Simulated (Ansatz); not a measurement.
The reference is NaI in the rock salt structure (space group Fm-3m, No. 225; a = 6.5281 Å).

All numbers come from PBE/PAW in Ansatz (a quantum-chemistry and plane-wave program), without spin-orbit coupling.

Strains are applied to the cell and any free atomic positions relax.

One change was made to it. Results:

The energy rises by 10 meV/atom; the valley order (the lowest conduction-band minima on the path, energy above the VBM, named in the base's zone) goes from Γ 3.58 eV; X along ⟨100⟩ 4.48 eV; L along ⟨111⟩ 5.09 eV to Γ 3.78 eV; X along ⟨100⟩ 4.54 eV; L along ⟨111⟩ 5.11 eV; the electron mass becomes 0.26 mₑ (at Γ) (base: 0.27 mₑ (at Γ)).

Name the change that was made.
A. isotropic strain −3.00 %
B. isotropic strain −2.50 %
C. isotropic strain +2.50 %
D. isotropic strain −1.50 %
E. isotropic strain +1.50 %

B, isotropic strain −2.50 %. For comparison, the valley order in the other runs: isotropic strain +1.50 % gives Γ 3.47 eV; X along ⟨100⟩ 4.44 eV; isotropic strain −3.00 % gives Γ 3.83 eV; X along ⟨100⟩ 4.55 eV; L along ⟨111⟩ 5.11 eV; isotropic strain −1.50 % gives Γ 3.70 eV; X along ⟨100⟩ 4.52 eV; L along ⟨111⟩ 5.10 eV; isotropic strain +2.50 % gives Γ 3.40 eV; X along ⟨100⟩ 4.41 eV.

Spin-orbit coupling, missing from the scalar runs, can matter with I. The levels and masses belong to the bands next to the band gap. Effective masses come from finite differences of ±0.01 Å⁻¹. No phonon test of stability was made.
